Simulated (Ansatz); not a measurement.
```
GaAs
1.0
    0.00000     2.82956     2.82956
    2.82956     0.00000     2.82956
    2.82956     2.82956     0.00000
Ga As
1 1
Direct
  0.00000   0.00000   0.00000
  0.25000   0.25000   0.25000
```

Calculation: PBEsol with spin-orbit coupling, rigid bands (plane waves, PAW; Ansatz, a program for electronic structure). Condition of this run: spin-orbit coupling switched on. How the cell was made: cell and atoms relaxed with PBEsol.

Question: What conductivity effective mass do dilute holes have at 300 K?

Answer: 0.41 mₑ.

Question: And the band gap?

Answer: 0.32 eV at this level; semilocal functionals usually fall short of the measured gap.

Rigid bands, one relaxation time for all states, no polarons.
